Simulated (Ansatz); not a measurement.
Results of LDA (Ansatz, a first-principles code, plane waves, PAW) for GaN (model structure, P6₂22, No. 180, 6 atoms in the cell).

Run with plane-wave cutoff 520 eV, 12×12×6 k mesh (along the axes of the cell as run), Fermi–Dirac smearing 0.01 eV, scalar-relativistic PAW data made under PBE.

Cell (relaxed at this level):

Space group P6₂22 (No. 180); a = 3.097 Å, b = 3.097 Å, c = 7.285 Å, α = 90.00°, β = 90.00°, γ = 120.00°

```json
[
 {"atom": "Ga", "site": "3d", "symmetry": "222", "x": "0.5000", "y": "0.0000", "z": "0.5000"},
 {"atom": "N", "site": "3c", "symmetry": "222", "x": "0.5000", "y": "0.0000", "z": "0.0000"}
]
```

Problem. Predict the band gap and smallest direct gap on the k points sampled.

Solution. 
- band gap: 1.78 eV (indirect)
- smallest direct gap on the k points sampled: 1.83 eV

Note: the relaxation could raise the start's symmetry but not lower it, so the cell can be a saddle point.

Spin–orbit coupling is not included.

The computed numbers hold no vibrational or temperature effects.

A model structure was made by putting elements into a prototype or built by hand; it is no filed structure, need not be a known phase, and can be a saddle point held by its symmetry.
